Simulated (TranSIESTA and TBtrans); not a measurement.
System: Al point contact of 2 atoms in a row between two rods. Leads: fcc Al rod along [100], layers of 5 and 4 atoms, a = 4.04 Å. Geometry: as built, not relaxed. Transport runs along z; the first 18 and the last 18 of the 69 atoms are the lead cells, repeated to infinity.

```xyz
69
Lattice="14.213 0.000 0.000 0.000 14.213 0.000 0.000 0.000 34.948" Properties=species:S:1:pos:R:3 pbc="F F T"
Al     7.107     7.107     0.000
Al     9.963     7.107     0.000
Al     7.107     9.963     0.000
Al     4.250     7.107     0.000
Al     7.107     4.250     0.000
Al     8.535     8.535     2.020
Al     5.678     8.535     2.020
Al     8.535     5.678     2.020
Al     5.678     5.678     2.020
Al     7.107     7.107     4.040
Al     9.963     7.107     4.040
Al     7.107     9.963     4.040
Al     4.250     7.107     4.040
Al     7.107     4.250     4.040
Al     8.535     8.535     6.060
Al     5.678     8.535     6.060
Al     8.535     5.678     6.060
Al     5.678     5.678     6.060
Al     7.107     7.107     8.080
Al     9.963     7.107     8.080
Al     7.107     9.963     8.080
Al     4.250     7.107     8.080
Al     7.107     4.250     8.080
Al     8.535     8.535    10.100
Al     5.678     8.535    10.100
Al     8.535     5.678    10.100
Al     5.678     5.678    10.100
Al     7.107     7.107    12.120
Al     9.963     7.107    12.120
Al     7.107     9.963    12.120
Al     4.250     7.107    12.120
Al     7.107     4.250    12.120
Al     8.535     8.535    14.140
Al     5.678     8.535    14.140
Al     8.535     5.678    14.140
Al     5.678     5.678    14.140
Al     7.107     7.107    16.160
Al     7.107     7.107    18.788
Al     8.535     8.535    20.808
Al     5.678     8.535    20.808
Al     8.535     5.678    20.808
Al     5.678     5.678    20.808
Al     7.107     7.107    22.828
Al     9.963     7.107    22.828
Al     7.107     9.963    22.828
Al     4.250     7.107    22.828
Al     7.107     4.250    22.828
Al     8.535     8.535    24.848
Al     5.678     8.535    24.848
Al     8.535     5.678    24.848
Al     5.678     5.678    24.848
Al     7.107     7.107    26.868
Al     9.963     7.107    26.868
Al     7.107     9.963    26.868
Al     4.250     7.107    26.868
Al     7.107     4.250    26.868
Al     8.535     8.535    28.888
Al     5.678     8.535    28.888
Al     8.535     5.678    28.888
Al     5.678     5.678    28.888
Al     7.107     7.107    30.908
Al     9.963     7.107    30.908
Al     7.107     9.963    30.908
Al     4.250     7.107    30.908
Al     7.107     4.250    30.908
Al     8.535     8.535    32.928
Al     5.678     8.535    32.928
Al     8.535     5.678    32.928
Al     5.678     5.678    32.928
```

Run with TranSIESTA and TBtrans (open boundaries, self-consistent; PseudoDojo norm-conserving potentials, scalar-relativistic): PAO.BasisSize SZP, PAO.EnergyShift 0.15 eV, XC.Authors PBE, Mesh.Cutoff 150 Ry, ElectronicTemperature 300 K, TS.Voltage 0.0 eV, TBT.Elecs.Eta 0.001 eV, no spin polarisation.

Energies count from the leads' Fermi level. Transmissions are for one spin of a degenerate pair. The energy step is 0.02 eV; narrower resonances are cut or missed.

| E (eV) | T |
|---|---|
| -0.20 | 0.824 |
| -0.16 | 0.850 |
| -0.12 | 0.875 |
| -0.08 | 0.901 |
| -0.04 | 0.930 |
| 0.00 | 0.973 |
| 0.04 | 1.22 |
| 0.08 | 1.51 |
| 0.12 | 1.60 |
| 0.16 | 1.64 |
| 0.20 | 1.66 |

Task: Give the zero-bias conductance in μS and the resistance at 300 K.

Result: At the Fermi level T = 0.973. Averaged with −∂f/∂E over the full grid (kT = 25.9 meV) it is 1.05. With G0 = 2e²/h = 77.48 μS, G = 81.4 μS and R = 1/G = 12.3 kΩ.

Task: Estimate the thermopower by Mott's formula S = −(π²/3)(kB²T/e) d ln T/dE from the rows at -0.04 and 0.04 eV.

Result: d ln T/dE = 3.39 eV⁻¹ and (π²/3) kB²T/e = 7.33 μV/K · eV, so S = -25 μV/K; the full integral gives -24 μV/K. A negative sign means that T rises with energy over the thermal window.

Task: The eigenchannels at the Fermi level transmit 0.454, 0.454, 0.0646. What Fano factor of the shot noise follows at low temperature and bias?

Result: F = Σ τ(1 − τ)/Σ τ = 0.556/0.973 = 0.57.

The leads' channel count changes near 0.03 eV, within the thermal window, so values at the Fermi level hang on where that band edge falls.
